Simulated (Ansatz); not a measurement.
Candidates: fluorite AuAl2, CsCl-type CuZn, L1₂ (Cu3Au-type) Al3Sc, fluorite PtAl2, L1₂ (Cu3Au-type) Ni3Fe, B20 (FeSi-type) FeGe. Level: PBEsol (Ansatz, a quantum-chemistry and plane-wave program, plane waves, PAW).

Ansatz's runs of these crystals have no spin polarisation, but for L1₂ (Cu3Au-type) Ni3Fe, B20 (FeSi-type) FeGe.

Density-functional runs with spin start from parallel moments for L1₂ (Cu3Au-type) Ni3Fe, parallel moments for B20 (FeSi-type) FeGe.

Spin–orbit coupling is left out, also for the solids with elements from indium on (fluorite AuAl2, fluorite PtAl2); its size isn't shown.

Ansatz's density-functional and Hartree–Fock values are scalar-relativistic unless marked +SOC, with PAW data made under PBE.

Q: Order them by their lattice constant a at this level, smallest first.

A: CsCl-type CuZn (2.909 Å), L1₂ (Cu3Au-type) Ni3Fe (3.489 Å), L1₂ (Cu3Au-type) Al3Sc (4.072 Å), B20 (FeSi-type) FeGe (4.597 Å), fluorite PtAl2 (5.896 Å), fluorite AuAl2 (6.003 Å)
